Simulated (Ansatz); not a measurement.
Input and output of a self-consistent single point for La2S3 (R-3m, 5 atoms in the cell) (Ansatz, an electronic-structure program).

Computed with PBE, PAW files at level accurate (plane waves; Ansatz).

```
La2S3
1.0
    2.00687     1.15867     9.31608
   -2.00687     1.15867     9.31608
    0.00000    -2.31733     9.31608
La S
2 3
Direct
  0.39900   0.39900   0.39900
  0.60100   0.60100   0.60100
  0.00000   0.00000   0.00000
  0.20800   0.20800   0.20800
  0.79200   0.79200   0.79200
```

Reference input (self-consistent single point, DFT, PBE, plane waves, default PAW files): basis.ecutwfc = 420 eV; kpoints.mp_grid.grid = 5 5 5; hamiltonian.xc = pbe; hamiltonian.pseudopotentials = {kind: paw} (the program's default PAW files); scf.occupations.method = cold; scf.occupations.width = 0.05 eV. This run's input differs from it in these lines:

Ansatz 0.2 input:
```diff
@@ -12,4 +12,2 @@
     - { symbol: S, position: [0.79200000, 0.79200000, 0.79200000] }
-basis:
-  ecutwfc: 420.0 eV
 kpoints:
@@ -21,2 +19,3 @@
     kind: paw
+    level: accurate
 scf:
```

Log, with long lists cut:

```
SCF iter   1: F=—  HF=-15277.495832 eV  |F-HF|=—  |Δ(HF+E_count)|=         —  Δρ=8.28e-2  dr2=4.65e1  ethr=3.10e-3  ⟨swp⟩=7.1  Hψ=2554  notcnv=0
all-band conjugate gradients solve this SCF's bands
preconditioner: auto → Resta (q_TF=auto, 2.242 Å⁻¹)
SCF iter   2: F=—  HF=-15275.305025 eV  |F-HF|=—  |Δ(HF+E_count)|=    2.19e0  S|Δr|=    0.00e0  Δρ=4.51e-2  dr2=8.21e0  ethr=3.10e-3  ⟨swp⟩=14.1  Hψ=3532  notcnv=0  defer=10
   [... lines left out ...]
SCF iter   9: F=—  HF=-15273.219830 eV  |F-HF|=—  |Δ(HF+E_count)|=   3.71e-5  S|Δr|=    0.00e0  Δρ=9.92e-5  dr2=7.52e-5  ethr=7.59e-7  ⟨swp⟩=3.1  Hψ=700  notcnv=0  defer=23
SCF iter  10: F=—  HF=-15273.219845 eV  |F-HF|=—  |Δ(HF+E_count)|=   1.50e-5  S|Δr|=    0.00e0  Δρ=1.10e-5  dr2=6.18e-7  ethr=1.88e-7  ⟨swp⟩=3.4  Hψ=916  notcnv=0  defer=21
SCF iter  11: F=-15273.219845 eV  HF=-15273.219845 eV  |F-HF|=2.58e-9  |Δ(HF+E_count)|=   5.82e-9  S|Δr|=    0.00e0  Δρ=2.37e-6  dr2=1.01e-8  ethr=2.50e-10  ⟨swp⟩=34.8  Hψ=5249  notcnv=0
SCF 1 converged in 11 iterations: F = -15273.219845 eV  dr2 = 1.01e-8
Stability not checked (fill_not_monotonic)
Free energy (F): -15273.219845 eV
Internal energy: -15273.219845 eV  (E = F + TS)
E sigma→0 (E₀):  -15273.219845 eV
Fermi energy:    8.455710 eV
--- Forces (eV/Å), atoms counted from 1 ---
  atom   1  La     0.00000000     0.00000004     2.31226749
  atom   2  La     0.00000000    -0.00000004    -2.31226749
  atom   3  S      0.00000000     0.00000000     0.00000000
  atom   4  S      0.00000000     0.00000004     2.21804138
  atom   5  S      0.00000000    -0.00000004    -2.21804138
--- Stress (GPa, compression-positive) ---
        5.849063       0.000000       0.000000
        0.000000       5.849063      -0.000000
        0.000000      -0.000000      -0.873928
  P = ⅓ Tr σ = 3.6081 GPa (36.081 kbar)
  The stress holds the Pulay correction. Without it, at fixed plane waves, as pw.x and ABINIT print it: P = 3.6073 GPa
```

The run converged in 11 iterations. Against the reference run the pressure hardly changes (3.57 to 3.61 GPa), the largest force stays at 2.312 eV/Å and the gap on the mesh stays at 0.730 eV. The full log also holds: “WARN basis.ecutwfc = 640 eV, the default”.

The starting cell was generated: these elements placed on a structure prototype, without a prior relaxation; it need not be a known phase or ordering of this composition. With a pressure of about 4 GPa the cell is away from its equilibrium volume at this level. Forces in this geometry exceed 1 eV/Å. Ansatz's pressure includes its estimate of the finite-basis (Pulay) stress.
